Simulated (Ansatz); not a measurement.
Where the default PAW files enter, the runs use the earlier of Ansatz's two default sets.

```
CELL_PARAMETERS angstrom
      3.80796     0.00000     0.00000
     -1.90398     3.29779     0.00000
      0.00000     0.00000    18.67874
ATOMIC_POSITIONS crystal
  Zn 0.33333 0.66667 0.83326
  Zn 0.66667 0.33333 0.33326
  Zn 0.66667 0.33333 0.66686
  Zn 0.33333 0.66667 0.16686
  Zn 0.00000 0.00000 0.49994
  Zn 0.00000 0.00000 0.99994
  S  0.33333 0.66667 0.95812
  S  0.66667 0.33333 0.45812
  S  0.66667 0.33333 0.79171
  S  0.33333 0.66667 0.29171
  S  0.00000 0.00000 0.62511
  S  0.00000 0.00000 0.12511
```

Space group of this cell: P6_3mc. The cell is taken as given.

Computed with r2SCAN (plane waves, PAW; Ansatz, a quantum-chemistry and plane-wave program).

The current runs along the normal of the first two printed vectors; no spin-orbit coupling. Scaled by the factor s: all lengths (ions clamped). Meshes 12×12×2 and 12×12 across the current in all rows.

```json
[
 {"s": "0.98", "mean pressure (GPa)": "5.6", "slowest mid-gap decay constant κ (1/Å)": "0.185"},
 {"s": "1.00", "mean pressure (GPa)": "0.1", "slowest mid-gap decay constant κ (1/Å)": "0.174"},
 {"s": "1.02", "mean pressure (GPa)": "-4.0", "slowest mid-gap decay constant κ (1/Å)": "?"}
]
```

Problem. Take the slope of the slowest mid-gap decay constant κ against ln s from the two given rows, extrapolate to s = 1.02, and say what the run there gives.

Solution. Slope = (0.185 − 0.174) / ln 0.98 = -0.544 1/Å. The line gives 0.174 + (-0.544) × ln 1.02 = 0.163 1/Å. The run gives 0.163 1/Å, as the line does.
